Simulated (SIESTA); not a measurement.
## SIESTA run on Mo2N (I4_1/amd, 6 atoms in the cell): self-consistent single point

Method: LDA PW92, numerical atomic orbitals DZP, PseudoDojo LDA standard norm-conserving potentials (rewritten from UPF to PSML) (SIESTA).

Input as run:

```
# files in the folder: Mo.psml N.psml (PseudoDojo LDA standard)
SystemName  Mo2N
SystemLabel Mo2N

NumberOfAtoms                6
NumberOfSpecies              2
%block ChemicalSpeciesLabel
  1 42 Mo
  2 7 N
%endblock ChemicalSpeciesLabel
LatticeConstant              1.0 Ang
%block LatticeVectors
    -2.134168000    2.134168000    3.987015000
     2.134168000   -2.134168000    3.987015000
     2.134168000    2.134168000   -3.987015000
%endblock LatticeVectors
AtomicCoordinatesFormat      Fractional
%block AtomicCoordinatesAndAtomicSpecies
     0.986960000    0.486960000    0.500000000  1
     0.236960000    0.236960000    0.000000000  1
     0.763040000    0.763040000    0.000000000  1
     0.513040000    0.013040000    0.500000000  1
     0.250000000    0.750000000    0.500000000  2
     0.500000000    0.500000000    0.000000000  2
%endblock AtomicCoordinatesAndAtomicSpecies

XC.functional                LDA
XC.authors                   PW92
PAO.BasisSize                DZP
PAO.EnergyShift              0.01 Ry
MeshCutoff                   350 Ry
%block kgrid.MonkhorstPack
    5   0   0  0.0
    0   5   0  0.0
    0   0   5  0.0
%endblock kgrid.MonkhorstPack
OccupationFunction           MP
OccupationMPOrder            0
ElectronicTemperature        1160.45 K

MaxSCFIterations             150
SCF.Mixer.Method             Pulay
SCF.Mixer.Weight             0.25
SCF.Mixer.History            8
SCF.DM.Tolerance             1.0E-05
Diag.ParallelOverK           true
WriteForces                  true
```

The program printed (abridged):

```
reinit: Reading from file input.fdf

reinit: System Name: Mo2N
reinit: System Label: Mo2N

coor:   Atomic-coordinates input format  =     Fractional

siesta: Atomic coordinates (Bohr) and species
siesta:      0.00000   4.03299   7.33787  1        1
siesta:      0.00000   0.00000   3.57069  1        2
siesta:      0.00000   0.00000  11.49805  1        3
siesta:      0.00000   4.03299   0.19650  1        4
siesta:      4.03299   0.00000   3.76718  2        5
siesta:      0.00000   0.00000   7.53437  2        6

siesta: System type = bulk

initatomlists: Number of atoms, orbitals, and projectors:      6   102    88

siesta: ******************** Simulation parameters ****************************
redata: Spin configuration                          = none
redata: Time-Reversal Symmetry                      = T
redata: Number of Atomic Species                    =        2
redata: Mesh Cutoff                                 =   350.0000 Ry
redata: Net charge of the system                    =     0.0000 |e|
redata: Min. number of SCF Iter                     =        0
redata: Max. number of SCF Iter                     =      150
redata: SCF convergence failure will abort job
redata: SCF mix quantity                            = Hamiltonian
redata: Mix DM or H after convergence               =   F
redata: Recompute H after scf cycle                 =   F
redata: Mix DM in first SCF step                    =   T
redata: No kicks to SCF
redata: DM Mixing Weight for Kicks                  =     0.5000
redata: Require Harris convergence for SCF          =   F
redata: Harris energy tolerance for SCF             =     0.000100 eV
redata: Require DM convergence for SCF              =   T
redata: DM tolerance for SCF                        =     0.000010
redata: Require EDM convergence for SCF             =   F
redata: EDM tolerance for SCF                       =     0.001000 eV
redata: Require H convergence for SCF               =   T
redata: Hamiltonian tolerance for SCF               =     0.001000 eV
redata: Require (free) Energy convergence for SCF   =   F
redata: (free) Energy tolerance for SCF             =     0.000100 eV
redata: Using DFT-D3 dispersion                     =   F
redata: Using Saved Data (generic)                  =   F
redata: Method of Calculation                       = Diagonalization
redata: Electronic Temperature                      =  1160.4500 K
redata: Number of TDED substeps                     =        3
redata: Dynamics option                             = Single-point calculation
redata: Save all siesta data in one NC              =   F
redata: ***********************************************************************

%block SCF.Mixers
  Pulay
%endblock SCF.Mixers

%block SCF.Mixer.Pulay
  # Mixing method
  method pulay
  variant stable

  # Mixing options
  weight 0.2500
  weight.linear 0.2500
  history 8
%endblock SCF.Mixer.Pulay

DM_history_depth set to one: no extrapolation allowed by default for geometry relaxation
Size of DM history Fstack: 1
Total number of electrons:    66.000000
Total ionic charge:    66.000000

* ProcessorY, Blocksize:    1  64

* Orbital distribution balance (max,min):   102   102

 Kpoints in:           75 . Kpoints trimmed:           63

siesta: k-grid: Number of k-points = 63
siesta: k-points from Monkhorst-Pack grid
siesta: k-cutoff (effective) =    10.671 Ang
siesta: k-point supercell and displacements
siesta: k-grid:     5     0     0      0.000
siesta: k-grid:     0     5     0      0.000
siesta: k-grid:     0     0     5      0.000

diag: Algorithm                                     = D&C
diag: Parallel over k                               =   F
diag: Use parallel 2D distribution                  =   F
diag: Parallel block-size                           = 64
diag: Parallel distribution                         =     1 x     1
diag: Used triangular part                          = Lower
diag: Absolute tolerance                            =  0.100E-15
diag: Orthogonalization factor                      =  0.100E-05
diag: Memory factor                                 =  1.0000

superc: Internal auxiliary supercell:     7 x     7 x     7  =     343
superc: Number of atoms, orbitals, and projectors:   2058  34986  30184

                        Single-point calculation

superc: Internal auxiliary supercell:     7 x     7 x     7  =     343
superc: Number of atoms, orbitals, and projectors:   2058  34986  30184

outcell: Unit cell vectors (Ang):
       -2.134168    2.134168    3.987015
        2.134168   -2.134168    3.987015
        2.134168    2.134168   -3.987015

outcell: Cell vector modules (Ang)   :    5.000563    5.000563    5.000563
outcell: Cell angles (23,13,12) (deg):    129.4725    129.4725     74.2514
outcell: Cell volume (Ang**3)        :     72.6382
new_DM -- step:     1
Initializing Density Matrix...

Attempting to read DM from file... Failed...
DM filled with atomic data:

InitMesh: MESH = 50 x 50 x 40 = 100000
InitMesh: Mesh cutoff (required, used) =   350.000   366.554 Ry

stepf: Methfessel-Paxton step function
       Using Hermite-Gauss polynomials of order  0

        iscf     Eharris(eV)        E_KS(eV)     FreeEng(eV)     dDmax    Ef(eV) dHmax(eV)
   scf:    1    -8145.674472    -8203.907522    -8203.927207  0.720538 -1.637783 11.296269
   scf:    2    -8227.527415    -8220.571936    -8220.593699  0.279360 -2.362413  3.282227
   scf:    3    -8222.720862    -8221.737520    -8221.763667  0.146590 -2.732651  1.679279
   scf:    4    -8222.404744    -8222.176004    -8222.206707  0.152847 -3.166357  0.085039
   scf:    5    -8222.179350    -8222.178768    -8222.209231  0.014264 -3.188665  0.091489
   scf:    6    -8222.179250    -8222.179237    -8222.209799  0.002125 -3.190930  0.005695
   scf:    7    -8222.179269    -8222.179271    -8222.209795  0.001480 -3.196666  0.018444
   scf:    8    -8222.179299    -8222.179288    -8222.209819  0.000300 -3.195972  0.008844
   scf:    9    -8222.179267    -8222.179284    -8222.209824  0.000443 -3.194883  0.005285
   scf:   10    -8222.179297    -8222.179292    -8222.209826  0.000133 -3.195222  0.000096
   scf:   11    -8222.179291    -8222.179292    -8222.209826  0.000004 -3.195231  0.000048

SCF Convergence by DM+H criterion
max |DM_out - DM_in|         :     0.0000036064
max |H_out - H_in|      (eV) :     0.0000476876
SCF cycle converged after 11 iterations

Using DM_out to compute the final energy and forces

siesta: E_KS(eV) =            -8222.1793

siesta: E_KS - E_eggbox =     -8222.1793

siesta: Atomic forces (eV/Ang):
     1    0.000344   -0.000885    0.158241
     2   -0.000505   -0.001716    0.152779
     3    0.001716    0.000505   -0.152779
     4    0.000885   -0.000344   -0.158241
     5    0.000349   -0.000349    0.000000
     6   -0.000247    0.000247   -0.000000
   Tot    0.002542   -0.002542   -0.000000
   Max    0.158241
   Res    0.073323    sqrt( Sum f_i^2 / 3N )
   Max    0.158241    constrained

Stress tensor Voigt[x,y,z,yz,xz,xy] (kbar):      113.21      113.21      104.01        0.04        0.04       -0.06
(Free)E + p*V (eV/cell)    -8227.2034
Target enthalpy (eV/cell)    -8222.2098

siesta: Program's energy decomposition (eV):
siesta: Ebs     =     -1753.108968
siesta: Eions   =     14485.901702
siesta: Ena     =      3730.645817
siesta: Ekin    =      2802.137294
siesta: Enl     =       872.786846
siesta: Eso     =         0.000000
siesta: Edftu   =         0.000000
siesta: DEna    =       133.628523
siesta: DUscf   =         6.222384
siesta: DUext   =         0.000000
siesta: Ex      =     -1151.782152
siesta: Ec      =      -129.916302
siesta: Exc     =     -1281.698454
siesta: Eharris =     -8222.179291
siesta: Etot    =     -8222.179292
siesta: FreeEng =     -8222.209826

siesta: Atomic forces (eV/Ang):
siesta:      1    0.000344   -0.000885    0.158241
siesta:      2   -0.000505   -0.001716    0.152779
siesta:      3    0.001716    0.000505   -0.152779
siesta:      4    0.000885   -0.000344   -0.158241
siesta:      5    0.000349   -0.000349    0.000000
siesta:      6   -0.000247    0.000247   -0.000000
siesta: ----------------------------------------
siesta:    Tot    0.002542   -0.002542   -0.000000

siesta: Stress tensor (static) (eV/Ang**3):
siesta:     0.070661   -0.000038    0.000023
siesta:    -0.000038    0.070661    0.000023
siesta:     0.000023    0.000023    0.064915

siesta: Cell volume =         72.638199 Ang**3

siesta: Pressure (static):
siesta:                Solid            Molecule  Units
siesta:          -0.00074873         -0.00074654  Ry/Bohr**3
siesta:          -0.06874536         -0.06854401  eV/Ang**3
siesta:        -110.14220893       -109.81960623  kBar
```

The run converged in 11 iterations.

The starting cell comes from a database of computed structures (which also holds hypothetical and non-ambient phases and stackings), without a prior relaxation at this level. Its lattice was rescaled by up to half a per cent. Spin polarisation is off. Values carry the incompleteness of an atom-centred basis. With a pressure of about -11 GPa the cell is away from its equilibrium volume at this level.

Cost on one core of a shared machine: roughly 70 s.
